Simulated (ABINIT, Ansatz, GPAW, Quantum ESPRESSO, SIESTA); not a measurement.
One structure in several programs: Zr (P6_3/mmc, 2 atoms in the cell)

Self-consistent single point.

```
CELL_PARAMETERS angstrom
      3.20911     0.00000     0.00000
     -1.60455     2.77917     0.00000
      0.00000     0.00000     5.12412
ATOMIC_POSITIONS crystal
  Zr 0.33333 0.66667 0.25000
  Zr 0.66667 0.33333 0.75000
```

All programs got the same cell, k-point mesh and kind of occupations (in Ansatz's words: kpoints.mp_grid.grid = 16 16 9; scf.occupations.method = gaussian; scf.occupations.width = 0.136 eV); potentials, basis and cutoffs are each program's usual ones.

| code | model | pressure (GPa) | k-points | cutoff |
|---|---|---|---|---|
| GPAW | PBE, GPAW PAW datasets PBE (gpaw-data 1.0.1) | 1.96 | 150 | 600 eV |
| Quantum ESPRESSO | PBE, SSSP 1.1.2 efficiency (PBE) pseudopotentials | 2.27 | 150 | 40 Ry |
| SIESTA | GGA PBE, numerical atomic orbitals DZP, PseudoDojo PBE standard norm-conserving potentials (rewritten from UPF to PSML) | 0.64 | 1168 | grid 300 Ry |
| Ansatz | PBE, PAW files | 2.33 | 150 | 420 eV |
| ABINIT | PBE, norm-conserving pseudopotentials (PseudoDojo nc-sr-05 PBE standard) | 2.38 | 150 | 33 Ha |

The spread over the programs that give each value: pressure within 1.74 GPa.

The starting cell comes from a database of computed structures (which also holds hypothetical and non-ambient phases and stackings), without a prior relaxation at this level. Its lattice was rescaled by a random factor within 2.5 % of one.

### Question
Why do the programs differ, and what cannot be compared?

### Answer
Differences of this kind can come from the potentials, where these differ, and from what each basis and cutoff leave unconverged. The zero of total energies and Fermi levels follows the potentials and each program's conventions, so they are not compared here. SIESTA uses small atom-centred bases, whose incompleteness enters pressures, forces and empty levels differently from a plane-wave cutoff. Ansatz's pressure is given at a fixed set of plane waves, as the other plane-wave codes print theirs. The programs reduce the same mesh by symmetry to different extents, which changes the work and not the result. In the pressure, SIESTA (by 1.66) lies more than 1 GPa from the median of the plane-wave programs.

Left out of this page: Elk and FLEUR (not drawn, or without a comparable value).

Ansatz is a quantum-chemistry and plane-wave program.

Keys are those of Ansatz 0.2.
